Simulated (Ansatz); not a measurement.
System: quartz-high SiO₂ (high-temperature phase). Method: r²SCAN+rVV10 (Ansatz, a first-principles code, PAW).

Input file:

Ansatz 0.2 input:
```yaml
crystal:
  lattice:
    - [2.4907222874, -4.3140575494, 0.0]
    - [2.4907222874, 4.3140575494, 0.0]
    - [0.0, 0.0, 5.4601674942]
  atoms:
    - { symbol: Si, position: [0.5, 0.5, 0.3333333333] }
    - { symbol: Si, position: [0.5, 0.0, 0.0] }
    - { symbol: Si, position: [0.0, 0.5, 0.6666666667] }
    - { symbol: O, position: [0.2076457832, 0.7923542168, 0.8333333333] }
    - { symbol: O, position: [0.2076457832, 0.4152915664, 0.5] }
    - { symbol: O, position: [0.5847084336, 0.7923542168, 0.1666666667] }
    - { symbol: O, position: [0.7923542168, 0.2076457832, 0.8333333333] }
    - { symbol: O, position: [0.7923542168, 0.5847084336, 0.5] }
    - { symbol: O, position: [0.4152915664, 0.2076457832, 0.1666666667] }
basis:
  ecutwfc: 560
  ecutrho_ratio: 4
  xc_grid: 3
kpoints:
  mp_grid: { grid: [12, 12, 6] }
hamiltonian:
  xc: r2scan
  dispersion: rvv10
  pseudopotentials: { kind: paw }
scf:
  occupations: { method: fermi_dirac, width: 0.01 }
output:
  forces: true
  stress: true
  eigenvalues: true
relax:
  f_tol: 0.004
  escape_saddle: false
  max_steps: 80
  cell: { stress_tol: 0.02, fix: [volume] }
```

The run printed, among other lines:

```
Relaxation: its limit of steps is 80 (relax.max_steps)
Crystal: 9 atoms, lattice volume = 117.340 Å³
Basis set: ecut = 560 eV, 3513 PW (Γ), exchange–correlation on 120×120×135 points (27 copies of the dense FFT grid, shifted against one another)
Bands: 33, of which v1, the nominal top of the filled ones, is band 24 counted from 1 (23 counted from 0)
Symmetry: 12 space group operations
Space group: P6222 (ITA 180), of the structure as read, at distance tolerance 4.9e-5 Å
k-points: 76 of 864 (time reversal used)
Functional: x = r2scan, c = r2scan + rvv10(b = 11.95, C = 0.0093); τ floored in thin density (d = 2e-4 eV/Å³)
SCF iter   1: F=—  HF=-5336.548606 eV  |F-HF|=—  |Δ(HF+E_count)|=         —  Δρ=5.97e-3  dr2=3.69e-2  dr2_τ=8.53e-1
SCF iter   2: F=—  HF=-5336.826970 eV  |F-HF|=—  |Δ(HF+E_count)|=   2.78e-1  Δρ=4.47e-3  dr2=1.59e-2  dr2_τ=8.32e-4
  ...
SCF 1 converged in 7 iterations: F = -5336.824119 eV  dr2 = 3.75e-9
Crystal: 9 atoms, lattice volume = 117.340 Å³
Basis set: ecut = 560 eV, 3537 PW (Γ), exchange–correlation on 120×120×135 points (27 copies of the dense FFT grid, shifted against one another)
Initial density: handed on by an earlier stage of this run
  ...
Crystal: 9 atoms, lattice volume = 117.340 Å³
SCF 4 converged in 3 iterations: F = -5336.857245 eV  dr2 = 1.24e-8
Crystal: 9 atoms, lattice volume = 117.340 Å³
SCF 5 converged in 5 iterations: F = -5336.857268 eV  dr2 = 2.55e-9
Crystal: 9 atoms, lattice volume = 117.340 Å³
SCF iter   4: F=—  HF=-5336.857268 eV  |F-HF|=—  |Δ(HF+E_count)|=  5.97e-10  Δρ=6.06e-7  dr2=2.13e-10  dr2_τ=7.84e-11
SCF iter   5: F=-5336.857268 eV  HF=-5336.857268 eV  |F-HF|=7.28e-12  |Δ(HF+E_count)|=  1.02e-10  Δρ=9.19e-8  dr2=3.31e-12  dr2_τ=1.96e-12
SCF 6 converged in 5 iterations: F = -5336.857268 eV  dr2 = 3.31e-12
SCF converged after 5 iterations
Free energy (F): -5336.857268 eV
Internal energy: -5336.857268 eV  (E = F + TS)
E sigma→0 (E₀):  -5336.857268 eV
Fermi energy:    4.953649 eV
--- Forces (eV/Å), atoms counted from 1 ---
  atom   1  Si    -0.00000000    -0.00000000    -0.00000000
  atom   2  Si     0.00000000     0.00000000    -0.00000000
  atom   3  Si     0.00000000    -0.00000000     0.00000000
  atom   4  O     -0.00000000     0.00028178     0.00000000
  atom   5  O     -0.00024403    -0.00014089    -0.00000000
  atom   6  O      0.00024403    -0.00014089    -0.00000000
  atom   7  O     -0.00000000    -0.00028178    -0.00000000
  atom   8  O      0.00024403     0.00014089     0.00000000
  atom   9  O     -0.00024403     0.00014089     0.00000000
--- Stress (GPa, compression-positive) ---
        6.160695       0.000000       0.000000
        0.000000       6.160695       0.000000
        0.000000       0.000000       6.165871
  P = ⅓ Tr σ = 6.1624 GPa (61.624 kbar)
```

The cell is one volume of an energy–volume scan, off the minimum.

The PAW data were made under PBE.

Note: symmetry holds this phase in the static calculation, where it need not be a minimum. Note: held by symmetry at 0 K, a high-temperature phase can be a saddle point.

The result took roughly 5 core-minutes.
